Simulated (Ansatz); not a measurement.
Defect: interstitial Na in polar orthorhombic HfO2, charge state +1. All values below come from PBE, PAW (plane waves to 420 eV; Ansatz, an electronic-structure program).

96-site cell at the relaxed PBE lattice, the Γ point alone, smearing 0.01 eV, spin-restricted, no finite-size correction. Energies are static. Spin-orbit coupling is left out. The host's phase is taken as given; its stability against other phases was not computed. The charge state is imposed; whether it is stable for some Fermi level was not computed. Sites that were not tried may lie lower.

Barriers: single points on a 2×2×2 k-point mesh shifted by half a step at the bands' geometries (they differ from the bands' own by up to 0.08 eV, and are uncertain by about as much).

The step: a direct jump of one Na atom. Atoms about the jump, Cartesian Å from the middle of the jump, before and after:

```json
[
 {"atom": "Na1", "x0": "0.90", "y0": "0.00", "z0": "-1.28", "x1": "-0.90", "y1": "0.00", "z1": "1.28"},
 {"atom": "O2", "x0": "-0.35", "y0": "-1.34", "z0": "-0.30", "x1": "-0.16", "y1": "-1.25", "z1": "-0.28"},
 {"atom": "O3", "x0": "0.65", "y0": "1.48", "z0": "0.30", "x1": "0.59", "y1": "1.44", "z1": "0.35"},
 {"atom": "O4", "x0": "-2.08", "y0": "0.81", "z0": "0.30", "x1": "-2.17", "y1": "1.01", "z1": "0.11"},
 {"atom": "O5", "x0": "2.36", "y0": "-1.45", "z0": "-0.25", "x1": "2.58", "y1": "-1.63", "z1": "-0.25"},
 {"atom": "O6", "x0": "0.12", "y0": "-1.23", "z0": "2.30", "x1": "0.35", "y1": "-1.34", "z1": "2.25"},
 {"atom": "Hf7", "x0": "1.54", "y0": "-0.13", "z0": "1.26", "x1": "1.71", "y1": "-0.23", "z1": "1.05"},
 {"atom": "Hf8", "x0": "-1.71", "y0": "-0.23", "z0": "-1.51", "x1": "-1.53", "y1": "-0.22", "z1": "-1.59"},
 {"atom": "O9", "x0": "-0.59", "y0": "1.44", "z0": "-2.20", "x1": "-0.60", "y1": "1.47", "z1": "-2.27"},
 {"atom": "Hf10", "x0": "-1.14", "y0": "2.48", "z0": "1.01", "x1": "-1.19", "y1": "2.65", "z1": "0.99"},
 {"atom": "Hf11", "x0": "-1.21", "y0": "-2.61", "z0": "1.05", "x1": "-1.10", "y1": "-2.70", "z1": "1.08"},
 {"atom": "O12", "x0": "0.16", "y0": "-1.25", "z0": "-2.83", "x1": "0.09", "y1": "-1.21", "z1": "-2.82"},
 {"atom": "Hf13", "x0": "1.10", "y0": "-2.70", "z0": "-1.48", "x1": "1.14", "y1": "-2.57", "z1": "-1.52"},
 {"atom": "O14", "x0": "2.17", "y0": "1.01", "z0": "-2.45", "x1": "2.04", "y1": "0.78", "z1": "-2.24"},
 {"atom": "Hf15", "x0": "1.19", "y0": "2.65", "z0": "-1.57", "x1": "1.15", "y1": "2.45", "z1": "-1.49"},
 {"atom": "O16", "x0": "-0.56", "y0": "1.44", "z0": "2.80", "x1": "-0.65", "y1": "1.47", "z1": "2.86"},
 {"atom": "O17", "x0": "-2.92", "y0": "-1.54", "z0": "-0.23", "x1": "-2.77", "y1": "-1.52", "z1": "-0.23"},
 {"atom": "O18", "x0": "-2.53", "y0": "-1.58", "z0": "2.31", "x1": "-2.36", "y1": "-1.46", "z1": "2.31"},
 {"atom": "O19", "x0": "0.58", "y0": "-3.62", "z0": "0.32", "x1": "0.63", "y1": "-3.62", "z1": "0.27"},
 {"atom": "O20", "x0": "3.25", "y0": "0.83", "z0": "0.30", "x1": "3.31", "y1": "0.82", "z1": "0.26"},
 {"atom": "Hf21", "x0": "-1.49", "y0": "-0.21", "z0": "3.58", "x1": "-1.54", "y1": "-0.13", "z1": "3.81"},
 {"atom": "Hf22", "x0": "-3.85", "y0": "-0.18", "z0": "1.08", "x1": "-3.84", "y1": "-0.19", "z1": "1.04"},
 {"atom": "O23", "x0": "2.09", "y0": "0.82", "z0": "2.96", "x1": "2.08", "y1": "0.81", "z1": "2.85"}
]
```

Task: Predict the transition state.

Result: 
```tsv
atom	x	y	z
Na1	-0.09	-0.11	0.05
O2	-0.85	-1.84	-0.60
O3	0.81	1.65	0.53
O4	-1.97	0.83	0.32
O5	1.94	-1.18	-0.31
O6	0.25	-1.17	2.13
Hf7	1.93	0.04	1.36
Hf8	-1.82	-0.31	-1.71
O9	-0.66	1.42	-2.11
Hf10	-1.12	2.55	1.05
Hf11	-1.14	-2.79	1.16
O12	0.00	-1.19	-2.86
Hf13	0.99	-2.59	-1.50
O14	1.97	0.82	-2.27
Hf15	1.16	2.50	-1.48
O16	-0.54	1.51	2.87
O17	-3.31	-1.18	-0.46
O18	-2.42	-1.51	2.18
O19	0.66	-3.62	0.35
O20	3.43	0.87	0.32
Hf21	-1.42	-0.20	3.53
Hf22	-3.79	-0.06	1.14
O23	2.18	0.87	3.18
```
It lies 1.56 eV above the start and 1.56 eV above the end. The saddle point's order was not checked.
